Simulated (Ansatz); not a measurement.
Base system: Al₂Au (space group Fm-3m, No. 225; a = 6.0599 Å).

(Cell as relaxed with PBE.)

Levels (all Ansatz, a quantum-chemistry and plane-wave program, PAW): PBE (420 eV, no spin-orbit coupling); PBEsol (420 eV, no spin-orbit coupling).

Each level relaxes its own structure.

```csv
quantity,PBE,PBEsol
volume per atom,18.54 Å³,?
lattice parameter a,6.060 Å,?
band gap,zero,?
```

What does PBEsol give?


- volume per atom, PBEsol: 18.02 Å³
- lattice parameter a, PBEsol: 6.002 Å
- band gap, PBEsol: zero

PBE's volume per atom lies 0.52 Å³ above PBEsol's (2.9 %); PBE's lattice parameter a lies 0.058 Å above PBEsol's (1.0 %); the two agree on the band gap. Neither level is exact; PBEsol is the comparison here, not a measurement.

Stability against distortions was not tested.
